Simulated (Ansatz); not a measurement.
System: fluorite PbF₂ (high-temperature phase). Method: rVV10 in Ansatz (PAW).

Settings: plane-wave cutoff 520 eV, 10×10×10 k mesh, Fermi–Dirac smearing 0.01 eV, scalar-relativistic PAW data made under PBE.

Cell (relaxed at this level):

```
PbF2
1.0
    0.00000     2.98487     2.98487
    2.98487     0.00000     2.98487
    2.98487     2.98487     0.00000
Pb F
1 2
Direct
  0.00000   0.00000   0.00000
  0.25000   0.25000   0.25000
  0.75000   0.75000   0.75000
```

### Question
What does this level give for the bulk modulus B0, Γ–Γ gap and smallest direct gap on the k points sampled?

### Answer

- bulk modulus B0 = 74.2 GPa
- Γ–Γ gap = 8.51 eV
- smallest direct gap on the k points sampled = 4.42 eV

Measured, for comparison: bulk modulus 64 GPa (temperature not stated, not corrected to a static lattice; as tabulated in Cadelano and Cappellini (2011), arXiv:1107.5962). Computed (rounded) less measured: bulk modulus +16 %.

Spin–orbit coupling is not included; with these elements it can move the gap by several tenths of an eV or more.

Computed values are for the static lattice.

Cost on a shared machine: about 40 core-seconds (a rough figure).

Ansatz is a quantum-chemistry and plane-wave program.
